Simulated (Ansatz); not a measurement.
Cs: Cs → Ba

Consider Cs in the bcc (W type) structure (space group Im-3m, No. 229; a = 6.0102 Å).

The change: full substitution Cs → Ba, then cell and atoms are relaxed.

All numbers come from Ansatz (a program for electronic structure), PBEsol, PAW, cutoff 420 eV, spin-orbit coupling left out, earlier PAW set. k-mesh 14×14×14 (Γ-centred); smearing 0.05 eV (Fermi–Dirac), for the changed cell.

| quantity | base | changed | shift |
|---|---|---|---|
| volume per atom | 108.55 Å³ | 58.17 Å³ | -50.38 Å³ |
| density | 2.03 g/cm³ | 3.92 g/cm³ | +1.89 g/cm³ |
| lattice parameter a | 6.010 Å | 4.882 Å | -1.128 Å |
| space group | Im-3m (No. 229) | Im-3m (No. 229) | – |
| band gap | zero | zero | – |

Final structure:

```
CELL_PARAMETERS angstrom
     -2.44088     2.44088     2.44088
      2.44088    -2.44088     2.44088
      2.44088     2.44088    -2.44088
ATOMIC_POSITIONS crystal
  Ba 0.00000 0.00000 0.00000
```

No phonon test of stability was made. All final runs are without spin polarisation.
